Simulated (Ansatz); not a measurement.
As2O5, treated with PBEsol (PAW; Ansatz, a quantum-chemistry and plane-wave program).

Run with plane-wave cutoff 520 eV, 10×6×6 k mesh (along the axes of the cell as run), Fermi–Dirac smearing 0.03 eV, scalar-relativistic PAW data made under PBE.

Starting structure:

```
CELL_PARAMETERS angstrom
      4.62600     0.00000     0.00000
      0.00000     8.44900     0.00000
      0.00000     0.00000     8.64600
ATOMIC_POSITIONS crystal
  As 0.62200 0.34760 0.59840
  As 0.12200 0.15240 0.40160
  As 0.87800 0.65240 0.09840
  As 0.37800 0.84760 0.90160
  As 0.61620 0.96730 0.21620
  As 0.11620 0.53270 0.78380
  As 0.88380 0.03270 0.71620
  As 0.38380 0.46730 0.28380
  O  0.90530 0.31510 0.46000
  O  0.40530 0.18490 0.54000
  O  0.59470 0.68490 0.96000
  O  0.09470 0.81510 0.04000
  O  0.13850 0.60740 0.25350
  O  0.63850 0.89260 0.74650
  O  0.36150 0.39260 0.75350
  O  0.86150 0.10740 0.24650
  O  0.66700 0.48320 0.16820
  O  0.16700 0.01680 0.83180
  O  0.83300 0.51680 0.66820
  O  0.33300 0.98320 0.33180
  O  0.28870 0.27630 0.25130
  O  0.78870 0.22370 0.74870
  O  0.21130 0.72370 0.75130
  O  0.71130 0.77630 0.24870
  O  0.44760 0.49450 0.47460
  O  0.94760 0.00550 0.52540
  O  0.05240 0.50550 0.97460
  O  0.55240 0.99450 0.02540
```

**Question.** Into what structure does the relaxation of cell and atoms lead at this level, with the symmetry of the start kept?

**Answer.** The volume goes up by 2.6 %; final space group P4_12_12.
```
CELL_PARAMETERS angstrom
      4.63845     0.00000     0.00000
      0.00000     8.64459     0.00000
      0.00000     0.00000     8.64540
ATOMIC_POSITIONS crystal
  As 0.62502 0.34760 0.59758
  As 0.12502 0.15240 0.40242
  As 0.87498 0.65240 0.09758
  As 0.37498 0.84760 0.90242
  As 0.62498 0.96567 0.21569
  As 0.12498 0.53433 0.78431
  As 0.87502 0.03433 0.71569
  As 0.37502 0.46567 0.28431
  O  0.87508 0.30744 0.44260
  O  0.37508 0.19256 0.55740
  O  0.62492 0.69256 0.94260
  O  0.12492 0.80744 0.05740
  O  0.10471 0.59557 0.26582
  O  0.60471 0.90443 0.73418
  O  0.39529 0.40443 0.76582
  O  0.89529 0.09557 0.23418
  O  0.64537 0.48411 0.15444
  O  0.14537 0.01589 0.84556
  O  0.85463 0.51589 0.65444
  O  0.35463 0.98411 0.34556
  O  0.30203 0.27313 0.25434
  O  0.80203 0.22687 0.74566
  O  0.19797 0.72687 0.75434
  O  0.69797 0.77313 0.24566
  O  0.44800 0.49566 0.47682
  O  0.94800 0.00434 0.52318
  O  0.05200 0.50434 0.97682
  O  0.55200 0.99566 0.02318
```
